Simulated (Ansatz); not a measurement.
## AlP: pressure series

The parent structure is AlP in the zinc blende structure (space group F-43m, No. 216; a = 5.5073 Å).

Cell and atoms are relaxed at each pressure.

Method: PBE/PAW in Ansatz (a first-principles code), spin-orbit coupling left out, earlier PAW set.

Candidates:
(a) pressure 4.5 GPa
(b) pressure −1 GPa
(c) pressure 15 GPa

Before the change:

* **Band gap**: 1.63 eV

Task: Order them by band gap, highest first.

Result: (b) pressure −1 GPa (1.65 eV), (a) pressure 4.5 GPa (1.53 eV), (c) pressure 15 GPa (1.34 eV)

Load acts through the strain it causes; cell and atoms are relaxed under it. Stability against distortions was not tested. Measured, AlP leaves this structure (for the NiAs type) near 14.2 GPa (temperature not stated; as listed in Datta, Sujoy, Jana, Debnarayan, arXiv (2020)), on rising pressure, with hysteresis.
